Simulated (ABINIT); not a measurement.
Input and output of a self-consistent single point for MgSiH2O4 (P1, 8 atoms in the cell) (ABINIT).

Method of the run: PBEsol, PAW (JTH v2.0 PBE PAW, files made for PBE) (plane waves; ABINIT 10.0.3).

```yaml
crystal:
  lattice:
    - [4.28268, 0.00000, 0.00000]
    - [0.00000, 2.85633, 0.00000]
    - [-0.26366, 0.00000, 4.77038]
  atoms:
    - { symbol: Mg, position: [0.49415, 0.48569, 0.50745] }
    - { symbol: Si, position: [0.00067, 0.01623, 0.01534] }
    - { symbol: H, position: [0.00043, 0.99369, 0.50070] }
    - { symbol: H, position: [0.50068, 0.50368, 0.98754] }
    - { symbol: O, position: [0.81210, 0.01566, 0.67461] }
    - { symbol: O, position: [0.19434, 0.99845, 0.31749] }
    - { symbol: O, position: [0.74041, 0.48627, 0.11640] }
    - { symbol: O, position: [0.25722, 0.50033, 0.88048] }
```

Reference input (self-consistent single point, DFT, LDA (PW92), plane waves, PAW (JTH v2.0 LDA PAW)): pseudos = [Mg.LDA_PW-JTH.xml, Si.LDA_PW-JTH.xml, H.LDA_PW-JTH.xml, O.LDA_PW-JTH.xml]; ecut = 30 Ha; pawecutdg = 60 Ha; pawxcdev = 0; occopt = 1; ngkpt = 5 8 5; nshiftk = 1; shiftk = 0 0 0; potentials = JTH v2.0 LDA PAW; nband = 22; kptopt = 1; nstep = 60. This run's input differs from it in these lines:

```diff
@@ -1,4 +1,4 @@
-# MgSi(HO2)2, JTH v2.0 LDA PAW
+# MgSi(HO2)2, JTH v2.0 PBE PAW
 pp_dirpath "./"
-pseudos "Mg.LDA_PW-JTH.xml, Si.LDA_PW-JTH.xml, H.LDA_PW-JTH.xml, O.LDA_PW-JTH.xml"
+pseudos "Mg.GGA_PBE-JTH.xml, Si.GGA_PBE-JTH.xml, H.GGA_PBE-JTH.xml, O.GGA_PBE-JTH.xml"
 acell 4.2826800000 2.8563300000 4.7776595544 Angstrom
@@ -25,2 +25,3 @@
 pawxcdev 0
+ixc -116133
 occopt 1
```

Its files differ too (potentials: JTH v2.0 LDA PAW → JTH v2.0 PBE PAW).

Output (repeated stretches shortened):

```
--- !BeginCycle
solver: {iscf: 17, nstep: 60, nline: 4, wfoptalg: 10, }
tolerances: {tolvrs: 1.00E-11, }
...

     iter   Etot(hartree)      deltaE(h)  residm     nres2
 ETOT  1  -131.72557491963    -1.317E+02 2.122E+00 1.138E+02
 ETOT  2  -133.27291052961    -1.547E+00 3.186E-02 4.000E+01
 ETOT  3  -133.25533970939     1.757E-02 9.853E-03 8.400E+00
 ETOT  4  -133.25480254191     5.372E-04 6.852E-03 2.536E+00
 ETOT  5  -133.25455955144     2.430E-04 1.678E-03 2.897E-02
   [... 43 lines left out ...]
 ETOT 49  -133.25472615247    -1.705E-12 1.983E-11 1.018E-10
 ETOT 50  -133.25472615247    -6.821E-13 9.452E-12 3.886E-11
 ETOT 51  -133.25472615247    -2.586E-12 1.019E-11 1.386E-11
 ETOT 52  -133.25472615248    -1.052E-12 4.852E-12 5.518E-13
 At SCF step   52       nres2   =  5.52E-13 < tolvrs=  1.00E-11 =>converged.

 Cartesian components of stress tensor (hartree/bohr^3)
  sigma(1 1)=  1.77854162E-05  sigma(3 2)= -2.36015194E-05
  sigma(2 2)=  1.99502436E-04  sigma(3 1)= -2.78858374E-04
  sigma(3 3)= -6.56040217E-05  sigma(2 1)=  2.51242102E-05

 ----iterations are completed or convergence reached----

 reduced coordinates (array xred) for    8 atoms
       0.494146000000      0.485693000000      0.507450000000
       0.000670000000      0.016227000000      0.015338000000
       0.000428000000      0.993689000000      0.500696000000
       0.500680000000      0.503683000000      0.987539000000
       0.812101000000      0.015656000000      0.674610000000
       0.194336000000      0.998451000000      0.317487000000
   [... lines left out ...]
 Fermi (or HOMO) energy (hartree) =   0.18069   Average Vxc (hartree)=  -0.41712
 Fermi (or HOMO) energy (eV) =   4.91677   Average Vxc (eV)= -11.35036
   [... lines left out ...]
local_psp           : -9.60532379889869E+01
total_energy        : -1.33254726283641E+02
total_energy_eV     : -3.62604550806337E+03
...

-Cartesian components of stress tensor (GPa)         [Pressure= -1.4876E+00 GPa]
- sigma(1 1)=  5.23264924E-01  sigma(3 2)= -6.94380556E-01
- sigma(2 2)=  5.86956332E+00  sigma(3 1)= -8.20429524E+00
- sigma(3 3)= -1.93013663E+00  sigma(2 1)=  7.39179660E-01

 Calculation completed.
```

The run converged in 52 iterations. Against the reference run the pressure goes from -6.92 to -1.49 GPa, the largest force goes from 2.926 to 2.979 eV/Å and the gap on the mesh goes from 4.818 to 4.837 eV.

The starting cell comes from a database of computed structures (which also holds hypothetical and non-ambient phases and stackings), without a prior relaxation at this level. Its atoms were displaced at random from the sites of space group no. 10. The potentials were made for another functional than the one used. Forces in this geometry exceed 1 eV/Å.

Cost on one core of a shared machine: roughly 10 min.
